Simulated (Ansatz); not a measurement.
OsC (model structure, Fm-3m, No. 225, 2 atoms in the cell) was calculated with LDA (Ansatz, a quantum-chemistry and plane-wave program, plane waves, PAW).

Run with plane-wave cutoff 520 eV, 22×22×22 k mesh, Fermi–Dirac smearing 0.05 eV, no spin polarisation, scalar-relativistic PAW data made under PBE.

Cell (relaxed at this level):

OsC is taken in the cubic space group Fm-3m (No. 225), the rock salt structure, Pearson symbol cF8. Cell: a = b = c = 4.2916 Å, α = β = γ = 90.00°. Os on 4a has 6 C at 2.146 Å and 12 Os at 3.035 Å. C on 4b has 6 Os at 2.146 Å (octahedral). (Neighbours: up to the widest gap in distance over summed covalent radii, below 1.35, at either atom; cation-cation and far metal-metal contacts left out.)
(The calculation used a cell of 2 atoms; values per cell refer to that cell.)

Task: Give the computed bulk modulus.

Result: 
- bulk modulus = 401 GPa

Note: the run has no spin polarisation, so it can have missed a magnetic state; the bulk modulus is −V dP/dV from two relaxed cells at ±2 % in volume; the relaxation could raise the start's symmetry but not lower it, so the cell can be a saddle point.

Spin–orbit coupling is not included; it can open a gap where bands touch, and shift volumes and moduli.

Computed values are for the static lattice.

A model structure was made by putting elements into a prototype or built by hand; it is no filed structure, need not be a known phase, and can be a saddle point held by its symmetry.
